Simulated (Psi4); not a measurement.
Psi4 1.11, MP2/def2-svp, freeze_core True: C[Si](C)(C)c1ccc(-c2cccc(-c3ccc(C=O)s3)c2)s1, 40 atoms. The geometry is a generated start, not checked to be a minimum at this level.

```json
{
  "task": "energy",
  "method": "mp2",
  "basis": "def2-svp",
  "freeze_core": "true",
  "scf_type": "df (default)",
  "guess": "auto, which took SAD (default)",
  "diis_max_vecs": "10 (default)",
  "scf_initial_accelerator": "adiis (default)",
  "e_convergence": "1e-08 (default)",
  "d_convergence": "1e-08 (default)",
  "basis_functions": "410"
}
```

On 4 threads. Build: conda-forge: OpenMP (LLVM), MKL, Libint2. One run each, on a shared machine, so no times are given.

Values of memory tried: 8 GB, 4 GB, 2 GB, 1 GB, 0.5 GB, 0.3 GB.

What happens as the memory setting falls?

It runs down to 0.3 GB, the lowest tried, with the same result. At 8 GB: SCF: fitted integrals in core. From 1 GB down: SCF: fitted integrals on disk.

```tsv
memory	path	peak memory
8 GB	SCF: fitted integrals in core	2.7 GiB
4 GB	SCF: fitted integrals in core	2.7 GiB
2 GB	SCF: fitted integrals in core	2.0 GiB
1 GB	SCF: fitted integrals on disk	1.1 GiB
0.5 GB	SCF: fitted integrals on disk	0.71 GiB
0.3 GB	SCF: fitted integrals on disk	0.56 GiB
```

Peak memory is the kernel's count for the largest process, libraries included and scratch files not. The peak passes the setting at 2 GB, 1 GB, 0.5 GB, 0.3 GB: it is no hard cap.
